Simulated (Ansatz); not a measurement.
The starting structures come from a database of crystals and need not be the phases stable at ambient conditions.

 Where the default PAW files enter, the runs use the earlier of Ansatz's two default sets.

Tunnelling through a barrier is set by its complex band structure: the current falls as exp(−2κd) with the smallest κ.

Here is the system:

```yaml
crystal:
  lattice:
    - [3.86549, 0.00000, 0.00000]
    - [0.00000, 5.45561, 0.00000]
    - [0.00000, 0.00000, 3.86549]
  atoms:
    - { symbol: Al, position: [0.50000, 0.50000, 0.50000] }
    - { symbol: Ga, position: [0.00000, 0.00000, 0.00000] }
    - { symbol: P, position: [0.50000, 0.74961, 0.00000] }
    - { symbol: P, position: [0.00000, 0.25039, 0.50000] }
```

Space group of this cell: P-4m2. The cell is taken as given.

Transport runs along the normal of the first two printed cell vectors, the (100) plane of the conventional cell.

No gap correction and no spin-orbit coupling; mid-gap values are interpolated between computed energies.

Question: Compute, with PBEsol (Ansatz, an electronic-structure program), the band gap and the smallest decay constant κ at mid-gap.

Answer: Gap 1.49 eV on a 8×6×8 mesh; κ = 0.120 1/Å, at the zone centre.
